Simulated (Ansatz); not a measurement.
Base system: Pd in the fcc (Cu type) structure (space group Fm-3m, No. 225; relaxed with 0.1 eV smearing).

```
Pd
1.0
    0.00000     1.93875     1.93875
    1.93875     0.00000     1.93875
    1.93875     1.93875     0.00000
Pd
1
Direct
  0.00000   0.00000   0.00000
```

Cartesian axes are those of the cell as printed.

Level of theory: plane-wave PAW DFT at the PBEsol level (Ansatz, an electronic-structure program, 420 eV), no spin-orbit coupling, earlier PAW set.

Strains are applied to the cell and any free atomic positions relax; under biaxial strain the out-of-plane vector relaxes too.

One change was made to it. Results:

| quantity | base | after |
|---|---|---|
| pressure (mean of the normal stresses, compression positive) | 0.0 GPa | -7.9 GPa |
| shortest interatomic distance | 2.742 Å | 2.655 Å |

### Question
What was done to the base?
A) tensor shear ε_yz = −0.96 %
B) biaxial strain +4.20 %, plane normal [110], relaxed out of plane
C) uniaxial strain ε_yy = +1.16 %
D) isotropic strain +4.76 %

### Answer
B, biaxial strain +4.20 %, plane normal [110], relaxed out of plane. For comparison, the pressure in the other runs: isotropic strain +4.76 % gives -19.3 GPa; uniaxial strain ε_yy = +1.16 % gives -2.3 GPa; tensor shear ε_yz = −0.96 % gives 0.1 GPa.

A biaxial case was relaxed in a doubled cell and then solved in the primitive one. Stability against distortions was not tested. The final runs are not spin-polarised. Pd lies near a magnetic instability that expansion can trigger; it was not tested.
